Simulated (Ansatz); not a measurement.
Abridged Ansatz (a program for electronic structure) output:

```
Pseudopotential: Si, paw, valence charge 4
Pseudopotential: W, paw, valence charge 14
Crystal: 6 atoms, lattice volume = 87.727 Å³
Basis set: ecut = 420 eV, 1707 PW (Γ), exchange–correlation on 108×108×48 points (8 copies of the dense FFT grid, shifted against one another)
Bands: 28, of which v1, the nominal top of the filled ones, is band 22 counted from 1 (21 counted from 0)
Symmetry: 8 space group operations
k-points: 456 of 2744
Functional: x = pbesol(κ = 0.804, μ = 0.12345679012345678), c = pbesol(β = 0.046)
SCF iter   1: F=—  HF=-22999.158721 eV  |F-HF|=—  |Δ(HF+E_count)|=         —  Δρ=8.75e-3  dr2=2.03e-1  ethr=1.77e-3  ⟨swp⟩=6.6  Hψ=64555  notcnv=0
SCF iter   2: F=—  HF=-22999.138456 eV  |F-HF|=—  |Δ(HF+E_count)|=   2.03e-2  Δρ=5.03e-3  dr2=9.07e-2  ethr=4.62e-4  ⟨swp⟩=1.1  Hψ=16462  notcnv=0
SCF 1 converged in 8 iterations: F = -22999.124828 eV  dr2 = 6.41e-11
SCF converged after 8 iterations
Free energy (F): -22999.124828 eV
Internal energy: -22999.107731 eV  (E = F + TS)
E sigma→0 (E₀):  -22999.116279 eV
Entropy (-TS):   -0.017097 eV (-2.850 meV/atom)
Fermi energy:    15.104377 eV
--- Forces (eV/Å), atoms counted from 1 ---
  atom   1  Si     0.00000000    -0.00005825     0.00000000
  atom   2  Si     0.00000000     0.00005825     0.00000000
  atom   3  Si     0.00000000    -0.00000487     0.00000000
  atom   4  Si     0.00000000     0.00000487     0.00000000
  atom   5  W      0.00000000     0.00016846     0.00000000
  atom   6  W      0.00000000    -0.00016846     0.00000000
--- Stress (GPa, compression-positive) ---
        0.001302       0.000000       0.000000
        0.000000      -0.000361       0.000000
        0.000000       0.000000      -0.000017
  P = ⅓ Tr σ = 0.0003 GPa (0.003 kbar)
```

What was computed, and what are the main results?

WSi2, 6 atoms in the cell, with DFT with PBEsol, PAW potentials and a 420 eV plane-wave cutoff in Ansatz, no spin-orbit coupling. The last SCF converged to F = -22999.124828 eV, or -3833.1875 eV per atom, at a pressure of 0.00 GPa. The total energy compares only with runs of the same code, potentials and settings.

Stability against distortions was not tested. All final runs are without spin polarisation. The cell was made from HfSi2 by this change: Hf → W; the result is a hypothetical phase, not in the database extracts checked.
